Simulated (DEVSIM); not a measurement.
Structure: abrupt Si p-n junction, at 300 K.

```tsv
layer (left to right)	material	thickness (μm)	Nd (cm⁻³)	Na (cm⁻³)	τn (s)	τp (s)
1	Si	22.0	-	2.4e16	5.9e-5	5.9e-5
2	Si	32.0	1.2e17	-	5.9e-5	5.9e-5
```

Left contact: ohmic. Right contact: ohmic. Voltage is applied to the left contact. Recombination: SRH at mid-gap, Auger. Mobility is constant in doping.

This is a model device: material constants are rounded textbook-type values typed into the input, and sizes, dopings and lifetimes were drawn at random. Values at 300 K.

```
parameter           Si
-------------  -------
gap (eV)         1.124
affinity (eV)     4.05
permittivity      11.7
Nc (cm⁻³)      2.86e19
Nv (cm⁻³)       3.1e19
μn (cm²/Vs)       1417
μp (cm²/Vs)        470
Cn (cm⁶/s)     2.8e-31
Cp (cm⁶/s)     9.9e-32
```

Model (solved in DEVSIM): 1D drift-diffusion, Boltzmann statistics, complete ionisation; no tunnelling, impact ionisation, image-force lowering or self-heating.

**Question.** Give the dark forward current.

**Answer.** 
(V (V), J (A/cm²)): (0.05, 1.3e-10); (0.10, 8.0e-10); (0.15, 5.0e-9); (0.20, 3.2e-8); (0.25, 2.2e-7); (0.30, 1.5e-6); (0.35, 1.0e-5); (0.40, 7.1e-5); (0.45, 0.00049); (0.50, 0.0034); (0.55, 0.024); (0.60, 0.16); (0.65, 1.1); (0.70, 7.1); (0.75, 36); (0.80, 120); (0.85, 280); (0.90, 520); (0.95, 840); (1.00, 1200); (1.05, 1700); (1.10, 2300)
